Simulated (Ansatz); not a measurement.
For YAl3 (Pm-3m, No. 221; start mp-11231), LDA (PAW; Ansatz, an electronic-structure program) gives:

- lattice constant a = 4.185 Å
- formation enthalpy = -0.468 eV/atom

**Question.** What does PBEsol (PAW; Ansatz) give for the same quantities?

**Answer.** 
- lattice constant a: 4.221 Å (grows by 0.9 %)
- formation enthalpy: -0.448 eV/atom (moves by +0.020 eV/atom)

Changes are worked out from the printed values.

Unless a cell is named, each level is at its own relaxed cell (LDA 18.33, PBEsol 18.80 Å³/atom).

Caveats: the relaxation could not lower the start's symmetry, so the cell can be a saddle point above a distorted one (LDA, PBEsol). Ansatz's density-functional and Hartree–Fock values are scalar-relativistic unless marked +SOC, with PAW data made under PBE.

A start named mp-… is a Materials Project structure, which can be a computed phase never made.
